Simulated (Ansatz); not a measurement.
Base system: SnSe in the rock salt structure (space group Fm-3m, No. 225; a = 6.019 Å). Axes: x, y, z lie along the cube axes.

Level of theory: Kohn–Sham DFT with the r2SCAN functional, run in Ansatz (a program for electronic structure) with PAW and 500 eV plane waves, no SOC, earlier PAW set.

The change: uniaxial strain ε_yy = −1.33 %, all other strain components held at zero, atoms relaxed at fixed cell.

### Question
Predict the stress tensor and what it implies for the stiffness.

### Answer
Stress of the strained cell less that of the base (GPa, compression positive):
```
   0.16    0.00    0.00
   0.00    1.95    0.00
   0.00    0.00    0.16
```

Then −Δσ_ii/ε with ε = -0.0133 gives secant stiffness values (nonlinear terms included at this strain): C22 ≈ 147 GPa.

Whether these cells are dynamically stable was not tested.
